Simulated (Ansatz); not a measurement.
Input:

```
CELL_PARAMETERS angstrom
      0.00000     1.80029     1.80029
      1.80029     0.00000     1.80029
      1.80029     1.80029     0.00000
ATOMIC_POSITIONS crystal
  N  0.75000 0.75000 0.75000
  B  0.00000 0.00000 0.00000
```

No spin polarisation.

Method: DFT with PBE, PAW potentials and a 420 eV plane-wave cutoff in Ansatz (a quantum-chemistry and plane-wave program), no spin-orbit coupling, earlier PAW set. k-mesh 16×16×16 (Γ-centred); smearing 0.05 eV (Fermi–Dirac).

Task: What band gap does the calculation give?

Result: 4.48 eV.

Task: What smallest direct gap does the calculation give?

Result: 8.88 eV.

Load acts through the strain it causes; cell and atoms are relaxed under it. Whether these cells are dynamically stable was not tested. No other phases were tried under pressure. The cell was made from BN in the zinc blende structure (space group F-43m, No. 216) by this change: pressure 7.5 GPa.
